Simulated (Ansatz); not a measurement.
## Pressure series in BiAu2

Base system: BiAu2 in the cubic Laves (MgCu2 type) structure (space group Fd-3m, No. 227; a = 7.9447 Å).

Cell and atoms are relaxed at each pressure.

Level of theory: DFT with PBEsol, PAW potentials and a 420 eV plane-wave cutoff in Ansatz (a quantum-chemistry and plane-wave program), without spin-orbit coupling.

```tsv
change	density	shortest interatomic distance
base	15.97 g/cm³	2.809 Å
pressure −2 GPa	15.70 g/cm³	2.825 Å
pressure −1 GPa	15.84 g/cm³	2.817 Å
pressure 0.3 GPa	16.01 g/cm³	2.807 Å
pressure 0.7 GPa	16.06 g/cm³	2.804 Å
pressure 1.5 GPa	16.16 g/cm³	2.798 Å
pressure 3 GPa	16.34 g/cm³	2.787 Å
pressure 5 GPa	16.57 g/cm³	2.774 Å
pressure 7.5 GPa	16.84 g/cm³	2.760 Å
pressure 10 GPa	17.10 g/cm³	2.746 Å
```

Load acts through the strain it causes; cell and atoms are relaxed under it. Whether these cells are dynamically stable was not tested. No other phases were tried under pressure.
